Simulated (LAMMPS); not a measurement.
Melts of Ni (fcc) cooled to 300 K at several rates.

All values are model results, not measurements: classical MD, pair style eam, the elements' _u3.eam files (universal-3 set of Foiles, Baskes and Daw); code LAMMPS.

```csv
cooling rate (K/s),energy above the crystal,state,density,coordination number,rough cost
3e+12,0.025 eV/atom,crystallised,8.75 g/cm³ (one sample),12.0 (counted to 3.06 Å),29 core-minutes
1e+13,0.036 eV/atom,crystallised,8.73 g/cm³ (one sample),12.0 (counted to 3.02 Å),12 core-minutes
1e+14,0.114 eV/atom,glass,8.53 g/cm³ (one sample),12.7 (counted to 3.22 Å),2.8 core-minutes
```

Costs are rough and include melting and analysis.

Caution (rows 3e+12; 1e+13): the cell keeps the atom count and shape of the starting crystal, which eases freezing.
